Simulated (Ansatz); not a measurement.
Where the default PAW files enter, the runs use the earlier of Ansatz's two default sets.

## Evanescent states of LiF (Fm-3m, rock salt, 2 atoms a cell, 8.5 Å³ an atom, -5 GPa at this level) along the normal of (111)

Level of theory: r2SCAN (plane waves, PAW; Ansatz, a quantum-chemistry and plane-wave program).

The gap is the functional's own. No spin-orbit coupling. Mid-gap values are interpolated on the energy grid.

Energies count from the valence-band top; κ is the least over a 12×12 mesh across the current.

```
E (eV)  κ (1/Å)  where
------  -------  -----
0.21      0.225      Γ
0.65      0.372      Γ
1.07      0.461      Γ
1.50      0.524      Γ
1.94      0.571      Γ
2.37        ___      Γ
2.79        ___      Γ
3.23        ___      Γ
3.65        ___      Γ
4.08        ___      Γ
4.51        ___      Γ
4.95        ___      Γ
5.38        ___      Γ
5.80        ___      Γ
6.24        ___      Γ
6.67        ___      Γ
7.09        ___      Γ
7.53        ___      Γ
7.96      0.530      Γ
8.38      0.477      Γ
8.81      0.405      Γ
9.24      0.301      Γ
9.68      0.065      Γ
```

### Question
What belongs in the gaps?

### Answer

- 2.37, κ (1/Å): 0.607
- 2.79, κ (1/Å): 0.634
- 3.23, κ (1/Å): 0.654
- 3.65, κ (1/Å): 0.669
- 4.08, κ (1/Å): 0.678
- 4.51, κ (1/Å): 0.682
- 4.95, κ (1/Å): 0.681
- 5.38, κ (1/Å): 0.676
- 5.80, κ (1/Å): 0.666
- 6.24, κ (1/Å): 0.651
- 6.67, κ (1/Å): 0.631
- 7.09, κ (1/Å): 0.605
- 7.53, κ (1/Å): 0.572
